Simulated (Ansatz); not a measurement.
Start from ZrSi in the rock salt structure (space group Fm-3m, No. 225; a hypothetical phase, not in the database extracts checked).

```cif
data_Si4Zr4
_chemical_formula_sum 'Si4 Zr4'
_space_group_name_H-M_alt 'Fm-3m'
_space_group_IT_number 225
_space_group_name_Hall '-F 4 2 3'
_cell_length_a 5.34119
_cell_length_b 5.34119
_cell_length_c 5.34119
_cell_angle_alpha 90.000
_cell_angle_beta 90.000
_cell_angle_gamma 90.000
loop_
_atom_site_label
_atom_site_type_symbol
_atom_site_symmetry_multiplicity
_atom_site_Wyckoff_symbol
_atom_site_fract_x
_atom_site_fract_y
_atom_site_fract_z
_atom_site_occupancy
Si1 Si 4 a 0.00000 0.00000 0.00000 1
Zr1 Zr 4 b 0.50000 0.50000 0.50000 1
```
(The calculation used a cell of 2 atoms; values per cell refer to that cell.)

Calculations: PBEsol (Ansatz, a program for electronic structure, PAW, no spin-orbit coupling).

Base values:

| Property | Result |
|---|---|
| Lattice parameter a | 5.341 Å |

It is then changed as follows: cell and atoms relaxed at a pressure of 100 GPa.

Q: What happens to the lattice parameter a?

A: The lattice parameter a shrinks by 0.660 Å to 4.681 Å.

Load acts through the strain it causes; cell and atoms are relaxed under it. Whether these cells are dynamically stable was not tested. No other phases were tried under pressure. All final runs are without spin polarisation.
